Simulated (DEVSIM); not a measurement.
# Si p+/n-/n+ power diode

Device: Si p+/n-/n+ power diode, at 350 K.

| layer (left to right) | material | thickness (μm) | Nd (cm⁻³) | Na (cm⁻³) | τn (s) | τp (s) |
|---|---|---|---|---|---|---|
| 1 | Si | 0.840 | - | 4.5e18 | 0.00012 | 0.00012 |
| 2 | Si | 18.0 | 6.9e14 | - | 0.00012 | 0.00012 |
| 3 | Si | 2.90 | 1.8e18 | - | 0.00012 | 0.00012 |

Left contact: ohmic. Right contact: ohmic. Voltage is applied to the left contact. Recombination: SRH at mid-gap, radiative, Auger. Gap narrowing is on: ΔEg = 6.92 meV × (l + √(l² + 0.5)), l = ln(N/1.3e17 cm⁻³), shared equally by both band edges. Mobility is μmin + (μ − μmin)/(1 + (N/Nref)^α).

This is a model device: material constants are rounded textbook-type values typed into the input, and sizes, dopings and lifetimes were drawn at random. Values at 300 K; Nc and Nv go as T^1.5, mobilities as T to minus their exponent, the gap by Varshni's rule with the affinity fixed.

```
parameter               Si
----------------  --------
gap (eV)             1.124
affinity (eV)         4.05
permittivity          11.7
Nc (cm⁻³)          2.86e19
Nv (cm⁻³)           3.1e19
μn (cm²/Vs)           1417
μp (cm²/Vs)            470
μn,min                  52
μp,min                  45
Nref,n              9.7e16
Nref,p              2.2e17
αn                    0.68
αp                    0.72
T exponent of μn       2.3
T exponent of μp       2.2
B (cm³/s)          4.7e-15
Cn (cm⁶/s)         2.8e-31
Cp (cm⁶/s)         9.9e-32
Varshni α (eV/K)  0.000473
Varshni β (K)          636
```

Simulated with DEVSIM: 1D drift-diffusion, Boltzmann statistics, complete ionisation; no tunnelling, impact ionisation, image-force lowering or self-heating.

| Item | Value |
|---|---|
| Potential step across the device at zero bias | 0.912 V |
| Dark forward voltage at 1 A/cm² | 0.612 V |
| Dark forward voltage at 100 A/cm² | 0.761 V |

Small-signal capacitance in reverse bias (quasi-static):

```csv
V (V),C (nF/cm²)
-4,3.55
-10,2.33
-20,1.67
-30,1.37
-40,1.19
-60,0.972
-80,0.843
-100,0.754
-130,0.662
-160,0.597
-200,0.576
```

Dark forward current:

```tsv
V (V)	J (A/cm²)
0.05	1.5e-8
0.10	7.4e-8
0.15	3.5e-7
0.20	1.7e-6
0.25	8.4e-6
0.30	4.3e-5
0.35	0.00022
0.40	0.0011
0.45	0.0053
0.50	0.026
0.55	0.13
0.60	0.67
0.65	3.4
0.70	16
0.75	75
0.80	290
0.85	930
0.90	2300
```
